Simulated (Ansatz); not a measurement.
Here is the system:

```yaml
crystal:
  lattice:
    - [5.40294, 0.00000, 0.00000]
    - [0.00000, 5.40294, 0.00000]
    - [2.70147, -2.70147, 5.73625]
  atoms:
    - { symbol: Ga, position: [0.50000, 0.50000, 0.00000] }
    - { symbol: Ga, position: [0.75000, 0.75000, 0.50000] }
    - { symbol: Cu, position: [0.00000, 0.00000, 0.00000] }
    - { symbol: Cu, position: [0.25000, 0.25000, 0.50000] }
    - { symbol: Se, position: [0.62500, 0.36514, 0.25000] }
    - { symbol: Se, position: [0.36514, 0.12500, 0.75000] }
    - { symbol: Se, position: [0.12500, 0.88486, 0.25000] }
    - { symbol: Se, position: [0.88486, 0.62500, 0.75000] }
```

No spin polarisation.

Method: PBEsol (Ansatz, a program for electronic structure), no spin-orbit coupling. k-mesh 8×8×8 (Γ-centred); smearing 0.05 eV (Fermi–Dirac).

Task: Predict the band gap, width of the top valence band, valence-band top at Γ and gap character.

Result: Band gap: 0.17 eV
Width of the top valence band: 1.00 eV
Valence-band top at Γ (three highest levels, from the VBM): 0.00, 0.00, -0.12 eV
Gap character: direct at Γ

The cells carry an imposed strain or load. Stability against distortions was not tested. The final runs are not spin-polarised. The cell was made from GaCuSe₂ in the chalcopyrite structure (space group I-42d, No. 122) by this change: biaxial strain −3.00 %, plane normal [001], relaxed out of plane. The zero or small gap of GaCuSe2 can change with the level of theory.
